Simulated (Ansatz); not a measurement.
# Effective masses and thermopower of AlN under load (space group P6_3mc)

Here is the system:

```
AlN
1.0
    3.10519     0.00000     0.00000
   -1.55259     2.68917     0.00000
    0.00000     0.00000     5.05401
Al N
2 2
Cartesian
  0.00000   1.79278  -0.00993
  1.55259   0.89639   2.51707
  0.00000   1.79278   1.90518
  1.55259   0.89639   4.43219
```

Calculation: r2SCAN with spin-orbit coupling, rigid bands (plane waves, PAW; Ansatz, an electronic-structure program). Condition of this run: uniaxial stress along c of -4.5 GPa (compression positive) (the target of the relaxation). Cell: cell and atoms relaxed with PBEsol, then loaded as said.

* **band gap**: 4.83 eV
* **electron conductivity mass (300 K, dilute)**: 0.32 (x), 0.32 (y), 0.29 (z) mₑ
* **hole conductivity mass (300 K, dilute)**: 3.8 (x), 3.8 (y), 0.65 (z) mₑ
* **effective density of states N_c (300 K)**: 4.4e18 cm⁻³
* **effective density of states N_v (300 K)**: 8.6e19 cm⁻³
* **density-of-states mass, electrons**: 0.31 mₑ
* **density-of-states mass, holes**: 2.3 mₑ
* **Seebeck coefficient, n-type 1e19 cm⁻³, 300 K**: -158 μV/K
* **Seebeck coefficient, p-type 1e19 cm⁻³, 300 K**: 434 μV/K

Rigid bands; masses and Seebeck coefficients take one relaxation time τ for all states and one kind of carrier; polarons and phonon drag are left out. Geometry: cell and atoms relaxed with PBEsol.
